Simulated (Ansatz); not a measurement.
The reference is SnO₂ in the rutile structure (space group P4_2/mnm, No. 136; a = 4.7692 Å, c = 3.2120 Å).

The values are results of PBEsol, PAW, 420 eV (Ansatz, a first-principles code; no spin-orbit coupling), not measurements.

For the base:

```
Item                                   Value
---------------------  ---------------------
Valence-band top at Γ  0.00, -0.77, -0.77 eV
Pressure                            0.00 GPa
```

Perturbation: every lattice vector is shortened by 2.40 %, atoms relaxed at fixed cell.

Task: Estimate the effect on the mean gap deformation potential ΔEg/Δln V, largest internal atomic displacement, valence-band top at Γ and pressure.

Result: The mean gap deformation potential ΔEg/Δln V comes out as -11.4 eV; the largest internal atomic displacement is 0.010 Å; the valence-band top at Γ (three highest levels, from the VBM) goes from 0.00, -0.77, -0.77 eV to 0.00, -0.84, -0.84 eV; the pressure (mean of the normal stresses, compression positive) goes from zero to 17.04 GPa.

The cells carry an imposed strain or load. No phonon test of stability was made.
